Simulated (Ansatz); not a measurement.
Hops of point defects in wurtzite ZnO, each between lowest sites run for its defect: PBE bands (Ansatz, a program for electronic structure, plane waves to 420 eV, PAW, climbing-image NEB) beside r2SCAN single points (500 eV) at the PBE geometries. Static nuclei, no finite-size correction. The rows are a random draw from the bands that converged and passed our checks of state and shape. Saddle orders were checked for a part of the study's bands only and are not shown. Vacancies start on their lattice site; split forms were not set up. Charge states are imposed.

```csv
Row,Defect,Route,Hop (Å),Cell and PBE mesh,r2SCAN k-points,PBE barrier x (eV),r2SCAN barrier y (eV)
1,"interstitial Li, charge +1",Li moves farthest,2.64,"72 sites, one k-point at (0.125, 0.250, 0.250)",same mesh,0.66,0.69
2,"interstitial Mg, charge +2",Mg moves farthest,2.64,"72 sites, one k-point at (0.125, 0.250, 0.250)",same mesh,1.16,1.14
3,"interstitial O, charge 0",O moves farthest,1.15,"72 sites, one k-point at (0.125, 0.250, 0.250)",same mesh,0.21,0.23
4,"interstitial F, charge -1",F moves farthest,3.28,"72 sites, one k-point at (0.125, 0.250, 0.250)",same mesh,0.64,0.63
5,"O vacancy, charge +2",a nearby O jumps into the vacancy,3.27,"72 sites, one k-point at (0.125, 0.250, 0.250)",same mesh,1.31,1.57
6,"interstitial Al, charge +3",Al moves farthest,1.06,"72 sites, one k-point at (0.125, 0.250, 0.250)",same mesh,0.25,0.43
7,"Zn vacancy, charge -2",a nearby Zn jumps into the vacancy,3.16,"72 sites, one k-point at (0.125, 0.250, 0.250)",same mesh,0.88,?
```

Fit a straight line y = a x + b to rows 1 to 6, predict row 7, and compare with the computed value.

Means: x̄ = 0.705, ȳ = 0.782 eV. Sums: Sxx = 1.031, Sxy = 1.087 eV². So a = Sxy/Sxx = 1.054 and b = ȳ − a x̄ = 0.039 eV, with a scatter of 0.13 eV about the line. Row 7: 1.054 × 0.88 + 0.039 ≈ 0.97 eV. The computed r2SCAN value is 0.96 eV, -0.01 eV from the line, within the scatter. The line only summarises these rows of one host.
